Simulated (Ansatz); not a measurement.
**Carrier doping in InP**

The parent structure is InP in the zinc blende structure (space group F-43m, No. 216; a = 5.9598 Å).

Carriers are added at fixed cell with a uniform background; the Fermi–Dirac width is that of 300 K.

Level of theory: PBE in Ansatz (plane waves to 420 eV, PAW, without spin-orbit coupling), earlier PAW set.

Notes on the quantities. Fermi level from band edge: Fermi level relative to the doped band's edge (positive inside the band; to 0.05 eV).

| hole density (10^21 cm⁻³) | Fermi level from band edge (eV) |
|---|---|
| 1 | 0.20 |
| 3 | 0.45 |
| 7 | ? |
| 10 | 0.80 |

### Question
Fit E_F = C n^s, fitted as a line in log–log form (a parabolic band gives s = 2/3) to the rows shown and predict the withheld row.

### Answer
Least squares on the printed values gives C = 0.21 eV, s = 0.60 (largest residual 0.04 eV); this predicts 0.68 eV, and the run gives 0.70 eV, in agreement.

Carriers are added with a uniform compensating background; total energy and stress of such cells depend on the potential's zero and are not compared; many-body gap narrowing is missing at this level. Whether these cells are dynamically stable was not tested.

Ansatz is an electronic-structure program.
